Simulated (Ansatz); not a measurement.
Consider WC (space group P-6m2, No. 187).

```yaml
crystal:
  lattice:
    - [2.91216, 0.00000, 0.00000]
    - [-1.45608, 2.52201, 0.00000]
    - [0.00000, 0.00000, 2.83623]
  atoms:
    - { symbol: W, position: [0.00000, 0.00000, 0.00000] }
    - { symbol: C, position: [0.66667, 0.33333, 0.50000] }
```

All numbers come from r2SCAN (Ansatz, a program for electronic structure), without spin-orbit coupling.

One change was made to it. Results:

```tsv
quantity	base	after
shortest interatomic distance	2.200 Å	2.187 Å
density	15.61 g/cm³	15.90 g/cm³
```

Q: Which of these changes matches the shifts?
A. pressure 3 GPa
B. pressure −2 GPa
C. pressure 7.5 GPa

A: C, pressure 7.5 GPa. For comparison, the density in the other runs: pressure 3 GPa gives 15.73 g/cm³; pressure −2 GPa gives 15.53 g/cm³.

Load acts through the strain it causes; cell and atoms are relaxed under it. Whether these cells are dynamically stable was not tested. No other phases were tried under pressure. All final runs are without spin polarisation.
